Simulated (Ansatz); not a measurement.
The parent structure is La (space group P6_3/mmc, No. 194; relaxed with 0.1 eV smearing).

```xyz
4
Lattice="3.7835 0.0000 0.0000 -1.8918 3.2766 0.0000 0.0000 0.0000 12.0681" Properties=species:S:1:pos:R:3 pbc="T T T"
La     0.0000     0.0000     0.0000
La     0.0000     0.0000     6.0340
La     0.0000     2.1844     3.0170
La     1.8918     1.0922     9.0510
```

Method: DFT with r2SCAN, PAW potentials and a 500 eV plane-wave cutoff in Ansatz (a program for electronic structure), no spin-orbit coupling.

For the base:

- Pressure = 0.0 GPa
- Band gap = zero

Modification: every lattice vector is shortened by 0.59 %, atoms relaxed at fixed cell.

Q: What does the calculation give for the energy relative to the base after the change?

A: The energy rises by 0.9 meV/atom.

Q: Estimate the effect on the pressure.

A: The pressure (mean of the normal stresses, compression positive) goes from zero to 0.4 GPa.

Q: What does the calculation give for the band gap after the change?

A: The band gap is still zero.

The cells carry an imposed strain or load. Whether these cells are dynamically stable was not tested.
